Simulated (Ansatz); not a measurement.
## What O on a Ca site (antisite), symmetric start does to CaO

The parent structure is a 16-atom supercell of CaO in the rock salt structure (space group Fm-3m, No. 225; a = 4.831 Å) at its relaxed geometry.

It is then changed as follows: one Ca atom is replaced by O, atoms relaxed at fixed cell.

Calculations: Ansatz (an electronic-structure program), PBE, PAW, cutoff 420 eV, no spin-orbit coupling. k-mesh 5×5×5 (Γ-centred); smearing 0.01 eV (Fermi–Dirac).

| quantity | base | changed | shift |
|---|---|---|---|
| pressure | 0.0 GPa | 0.3 GPa | +0.25 GPa |
| energy gained by relaxation | – | 0.56 eV | – |
| largest displacement of a host atom from its site in the perfect cell | – | 0.14 Å | – |
| mean distance from the defect site to its nearest host atoms | 242 pm | 256 pm | +14 pm |

The magnetic state is the one reached from the starting moments; the real material's order can differ, and small cells can't hold many antiferromagnetic ones. The cell is small, so the values are those of an ordered compound at a high defect concentration; dilute-limit values will differ. The mesh was chosen for an insulator and is coarse for the gapless case. The defect started on the symmetric site and kept its symmetry, so it may sit on a saddle. The defect cell is spin-polarised and ends with 4.0 μB.
